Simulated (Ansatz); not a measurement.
Take KF in the rock salt structure (space group Fm-3m, No. 225; a = 5.318 Å) as the base. Axes: x, y, z lie along the cube axes.

Computed with r2SCAN in Ansatz (plane waves to 500 eV, PAW, no spin-orbit coupling).

For the base:

Electron mass: 0.54 mₑ (at Γ)
Pressure: 0.0 kbar

Now apply this change: tensile biaxial strain of 4.39 % in the plane normal to [111], as in epitaxy on a mismatched substrate; the out-of-plane cell vector and the atoms relax.

Predict the new electron mass, pressure, energy relative to the base and ratio −ε⊥/ε∥.

The electron mass goes from 0.54 mₑ (at Γ) to 0.55 mₑ (at Γ); the pressure (mean of the normal stresses, compression positive) goes from zero to -13.0 kbar; the energy rises by 10 meV/atom; the ratio −ε⊥/ε∥ amounts to 1.12.

The levels and masses belong to the bands next to the band gap. Masses are band curvatures over ±0.01 Å⁻¹ around the edge. No phonon test of stability was made.

Ansatz is a quantum-chemistry and plane-wave program.
